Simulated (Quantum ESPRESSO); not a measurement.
Pressure against volume in rock-salt MgSe (space group 225) (Quantum ESPRESSO, PBE)

```
CELL_PARAMETERS angstrom
      0.00000     2.68146     2.68146
      2.68146     0.00000     2.68146
      2.68146     2.68146     0.00000
ATOMIC_POSITIONS crystal
  Mg 0.00000 0.00000 0.00000
  Se 0.50000 0.50000 0.50000
```

Method of the run: PBE, PSlibrary PAW (PBE) pseudopotentials (plane waves; Quantum ESPRESSO). Settings: ecutwfc = 143 Ry; ecutrho = 858 Ry; occupations = smearing; smearing = fermi-dirac; degauss = 0.000734986 Ry; potentials = {Mg: Mg.pbe-spn-kjpaw_psl.1.0.0.UPF, Se: Se.pbe-n-kjpaw_psl.1.0.0.UPF}; K_POINTS = automatic 10 10 10 0 0 0; conv_thr = 1e-10 Ry. The cell above is the first row's. The rows scale it uniformly. In all rows fractional positions and the k mesh are held.

```
V (Å^3/atom)  P (GPa)
------------  -------
19.280           5.84
19.699           4.11
20.119           2.55
20.538           1.14
20.957          -0.13
21.376          -1.27
21.795          -2.30
22.214          -3.24
22.633              ?
```

Question: Using a cubic, estimate the missing P at V = 22.633 from the other rows, showing the fit.

Answer: With u = V - 20.7, the rows have u = -1.4200, -1.0010, -0.5810, -0.1620, 0.2570, 0.6760, 1.0950, 1.5140. Least squares gives P = 0.635 - 3.0598·u + 0.3805·u² - 0.03259·u³. Residuals (row less fit): 0.000, -0.002, 0.002, -0.001, -0.003, 0.000, 0.002, -0.002; standard error 0.003 (degrees of freedom: 4). The fitted pressure is zero at V0 = 20.91, where dP/dV = -2.902, so B0 = -V0·dP/dV = 60.7 GPa. At the withheld row, u = 1.9330, so P = 0.635 - 3.0598 × 1.9330 + 0.3805 × 1.9330² - 0.03259 × 1.9330³ = -4.093 GPa. The calculation gives -4.08 GPa, 0.013 GPa above the prediction (0.1 % of the range of P in the table). The row lies outside the fitted rows, so this is an extrapolation. From the scatter of the fitted rows alone, a prediction at this place has a standard error of 0.007 GPa, so the miss is 1.9 times that.

Carrying the step between the two nearest rows on in a straight line would have given -4.18, off by 0.10; series whose last step already gives the withheld value aren't shown. The scan was laid around a cell of about the measured size, scaled by a guess for this functional. This is one of several polymorphs. The runs keep the symmetry of the cell, so they don't test it for distortions. Cutoffs and mesh are single choices, not tested for convergence of this quantity. Series with a scatter that would blur these digits, or in which a gap closes, are not shown.
